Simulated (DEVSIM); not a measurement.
Device: Au/Si3N4/p-Si capacitor, at 300 K.

```tsv
layer (left to right)	material	thickness (nm)	Na (cm⁻³)
1	Si3N4	2.60	-
2	Si	16000	1.3e15
```

Metal gate on the left, work function 5.1 eV. Fixed charge at the semiconductor interface 0 cm⁻² (in units of +e); no interface traps.

Constants are typed, rounded textbook-type inputs, not results; the design itself was drawn at random and stands for no fabricated device. Values at 300 K.

```csv
parameter,Si3N4,Si
gap (eV),5.1,1.124
affinity (eV),2.1,4.05
permittivity,7.5,11.7
Nc (cm⁻³),-,2.86e19
Nv (cm⁻³),-,3.1e19
```

Model (solved in DEVSIM): 1D Poisson equation in equilibrium, Boltzmann statistics, complete ionisation; no quantum confinement or tunnelling. Metal contacts follow the ideal Schottky-Mott rule: no Fermi-level pinning, no interface dipoles.

The interface trap density was swept, all else fixed.

```json
[
 {"interface trap density (cm^-2 eV^-1)": "0", "flat-band voltage (V)": "0.19", "threshold voltage (band bending 2φF) (V)": "0.80", "minimum of the low-frequency capacitance (μF/cm²)": "0.0152"},
 {"interface trap density (cm^-2 eV^-1)": "1e10", "flat-band voltage (V)": "0.19", "threshold voltage (band bending 2φF) (V)": "0.80", "minimum of the low-frequency capacitance (μF/cm²)": "0.0168"},
 {"interface trap density (cm^-2 eV^-1)": "1e11", "flat-band voltage (V)": "0.18", "threshold voltage (band bending 2φF) (V)": "0.80", "minimum of the low-frequency capacitance (μF/cm²)": "0.0309"},
 {"interface trap density (cm^-2 eV^-1)": "3e11", "flat-band voltage (V)": "0.18", "threshold voltage (band bending 2φF) (V)": "0.80", "minimum of the low-frequency capacitance (μF/cm²)": "0.0618"},
 {"interface trap density (cm^-2 eV^-1)": "1e12", "flat-band voltage (V)": "0.17", "threshold voltage (band bending 2φF) (V)": "0.82", "minimum of the low-frequency capacitance (μF/cm²)": "0.164"},
 {"interface trap density (cm^-2 eV^-1)": "2e12", "flat-band voltage (V)": "0.15", "threshold voltage (band bending 2φF) (V)": "0.84", "minimum of the low-frequency capacitance (μF/cm²)": "0.297"}
]
```

From the first row to the last the flat-band voltage goes from 0.19 to 0.15. From the first row to the last the threshold voltage (band bending 2φF) goes from 0.80 to 0.84.
